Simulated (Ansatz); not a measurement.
System: B-vacancy pair (B on one host Si site, one Si site vacant) in silicon (charge state +1). All values below come from PBE, PAW (plane waves to 420 eV; Ansatz, an electronic-structure program).

Settings: 216 host sites, the relaxed PBE lattice, one k-point at (0.250, 0.250, 0.250), smearing 0.01 eV, spin-restricted, no image-charge correction. No zero-point or tunnelling terms. The charge state is imposed; whether it is stable for some Fermi level was not computed. Forms of the defect that were not tried may lie lower.

Barriers: single points on a 2×2×2 k-point mesh shifted by half a step at the bands' geometries (they differ from the bands' own by up to 0.10 eV, and are uncertain by about as much).

The step: one Si atom jumps into the vacancy from a nearby Si site (B-vacancy distance between ideal sites 3.87 → 5.96 Å); the atom moves 2.66 Å along (-0.26, -0.29, -0.29) of the unit cell; the moving atom starts with neighbours Si at 2.35, 2 Si at 2.38 Å and ends with 2 Si at 2.34, Si at 2.36 Å.

Task: What is the computed migration barrier of this step (PBE, PAW)?

Result: 0.78 eV forward and 0.52 eV backward. At the saddle the moving atom has neighbours 2 Si at 2.53, Si at 2.86, Si at 2.95, Si at 3.07, Si at 3.10 Å. The program found a first-order saddle point.
